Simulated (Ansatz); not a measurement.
Data:

```
Nb2O5
1.0
    2.98017    -2.54471     0.00000
    2.98017     2.54471     0.00000
   -2.67249     0.00000     5.08261
Nb O
2 5
Cartesian
  2.93011   0.21674   3.59549
  0.35774   0.21674   1.48712
  1.64393  -1.13463   2.54131
  0.81059   1.06716   3.30827
  2.47726   1.06716   1.77434
 -1.50750   0.33179   4.87724
  4.79535   0.33179   0.20537
```

No spin polarisation.

A single point on Nb2O5, its geometry relaxed with PBEsol.

Level of theory: r2SCAN (Ansatz, a program for electronic structure; PAW; 500 eV plane waves; no spin-orbit coupling). Settings: 9×9×7 k-points, 0.05 eV Fermi–Dirac smearing.

Task: Estimate the smallest direct gap.

Result: 2.82 eV.

Task: Estimate the width of the top valence band.

Result: 0.90 eV.

Single points use the geometry relaxed with PBEsol. No phonon test of stability was made. The cell is Nb2O5 (space group C2, No. 5; a cell from a computed database, its experimental status unchecked).
